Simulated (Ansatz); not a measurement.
The starting structures come from a database of crystals and need not be the phases stable at ambient conditions.

 Where the default PAW files enter, the runs use the earlier of Ansatz's two default sets.

**Evanescent states of Be₂C (Fm-3m, not sure to be the ambient phase, 3 atoms a cell, 6.7 Å³ an atom, -2 GPa at this level) along the normal of (111)**

Calculation: PBEsol (plane waves, PAW; Ansatz, a quantum-chemistry and plane-wave program).

The gap is the functional's own. No spin-orbit coupling. Mid-gap values are interpolated on the energy grid.

Energies count from the valence-band top; κ is the least over a 12×12 mesh across the current.

| E (eV) | κ (1/Å) | where |
|---|---|---|
| 0.04 | 0.036 | Γ |
| 0.10 | 0.061 | Γ |
| 0.17 | 0.078 | Γ |
| 0.24 | [?] | Γ |
| 0.32 | [?] | Γ |
| 0.39 | [?] | Γ |
| 0.46 | 0.122 | Γ |
| 0.53 | [?] | Γ |
| 0.59 | [?] | Γ |
| 0.67 | [?] | Γ |
| 0.73 | [?] | Γ |
| 0.81 | [?] | off Γ |
| 0.88 | 0.122 | off Γ |
| 0.94 | 0.099 | off Γ |
| 1.01 | 0.068 | off Γ |

Some entries are withheld; supply them.


- 0.24, κ (1/Å): 0.092
- 0.32, κ (1/Å): 0.103
- 0.39, κ (1/Å): 0.113
- 0.53, κ (1/Å): 0.130
- 0.59, κ (1/Å): 0.137
- 0.67, κ (1/Å): 0.144
- 0.73, κ (1/Å): 0.150
- 0.81, κ (1/Å): 0.141
